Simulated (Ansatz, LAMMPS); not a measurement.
**Ge well of 8 atomic layers along [001] in random Si0.3Ge0.7, interfaces graded over 8 layers**

Cell 17.02 × 17.02 × 45.72 Å, Si125Ge451, 576 atoms. Prepared with LAMMPS with Tersoff's 1989 multicomponent potential (SiCGe.tersoff): minimisation. 

Level of theory: PBE, support functions at accuracy medium on the grid of 370 eV (norm-conserving potentials; Ansatz, an electronic-structure program).

Basis: localised support functions (accuracy medium) on a full density matrix. k-points: zone centre alone; occupations: Fermi-Dirac, 0.010 eV; spin polarisation not allowed. Spin-orbit coupling is left out.

```
Property                                                                                                    Value
----------------------------------------------  -----------------------------------------------------------------
Kohn-Sham gap of the cell on its k-mesh                                                                   0.28 eV
weight of the highest filled level on the well                                                               0.44
weight of the lowest empty level on the well                                                                 0.27
coordination (neighbours within 2.922 Å)                                                           100.0 % 4-fold
Ge-Ge bonds, mean ± spread                                                                        2.483 ± 0.006 Å
Ge-Si bonds, mean ± spread                                                                        2.436 ± 0.007 Å
Si-Si bonds, mean ± spread                                                                        2.391 ± 0.007 Å
bond angles, mean ± spread                                                                          109.5° ± 1.1°
pressure                                                                                                 0.05 GPa
cost of the final run                           about 50 core-minutes (a rough figure), 15 SCF iterations, 12 GiB
```
